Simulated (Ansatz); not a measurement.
Effect of biaxial strain +1.25 %, plane normal [111], relaxed out of plane on Al

Consider Al in the fcc (Cu type) structure (space group Fm-3m, No. 225; a = 3.984 Å; relaxed with 0.1 eV smearing). Axes: x, y, z lie along the cube axes.

Perturbation: biaxial strain +1.25 %, plane normal [111], relaxed out of plane (Cartesian); in-plane vectors clamped, the third vector and the atoms free.

Level of theory: DFT with LDA, PAW potentials and a 420 eV plane-wave cutoff in Ansatz (a quantum-chemistry and plane-wave program), no SOC. k-mesh 28×28×28 (Γ-centred); smearing 0.1 eV (Fermi–Dirac).

Volume per atom: 16.00 Å³ (base 15.81 Å³)
Shortest interatomic distance: 280.5 pm (base 281.7 pm)
Energy relative to the base (free energy F): +1.8 meV/atom
Pressure (mean of the normal stresses, compression positive): -0.9 GPa (base 0.0 GPa)
Band gap: zero (base zero)
Out-of-plane strain: -1.25 %
Ratio −ε⊥/ε∥: 1.00
Mean in-plane stress (compression positive): -1.4 GPa

Whether these cells are dynamically stable was not tested.
